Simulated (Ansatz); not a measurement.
The reference is MoSi2 (space group I4/mmm, No. 139; a = 3.202 Å, c = 7.819 Å).

Computed with r2SCAN in Ansatz (plane waves to 500 eV, PAW, no SOC).

Before the change:

```
Item                   Value
-------------------  -------
Lattice parameter a  3.202 Å
c/a ratio              2.442
```

The change: Nb takes the place of Mo on all its sites; the structure is relaxed again.

Tabulated Pauling electronegativity and covalent radius: Mo 2.16, 1.54 Å; Nb 1.60, 1.64 Å.

Q: How does this affect the lattice parameter a?

A: The lattice parameter a rises by 0.070 Å to 3.272 Å.

Q: What does the calculation give for the c/a ratio after the change?

A: The c/a ratio goes up by 0.068 to 2.510.

No phonon test of stability was made. As relaxed here, NbSi2 is a hypothetical phase, not in the database extracts checked. The final runs are not spin-polarised. An odd electron count without spin: NbSi2.

Ansatz is a quantum-chemistry and plane-wave program.
